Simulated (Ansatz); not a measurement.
Take Ta2N in the anti-CdI2 type structure (space group P-3m1, No. 164; a = 3.0749 Å, c = 4.8509 Å) as the base. Axes: x lies along a and z along c of the hexagonal cell.

Computed with Kohn–Sham DFT with the PBE-D3(BJ) functional, run in Ansatz (a first-principles code) with PAW and 420 eV plane waves, scalar-relativistic without spin-orbit coupling.

Modification: an isotropic linear strain of −2.40 %; the atoms relax in the strained cell.

**Question.** Predict the stress tensor and what it implies for the stiffness.

**Answer.** Stress of the strained cell less that of the base (GPa, compression positive):
```
   24.1     0.0     0.0
    0.0    24.1     0.0
    0.0     0.0    25.7
```

Then B = −ΔP/(ΔV/V₀) with ΔV/V₀ = -0.0703 gives secant stiffness values (nonlinear terms included at this strain): B (at held cell shape, above the free-shape value) ≈ 350 GPa.

As a check, the harmonic strain energy −½ V₀ Δσ:ε is 73 meV/atom; the computed energy rise is 67 meV/atom.

Whether these cells are dynamically stable was not tested. All final runs are without spin polarisation. An odd electron count without spin: Ta2N.
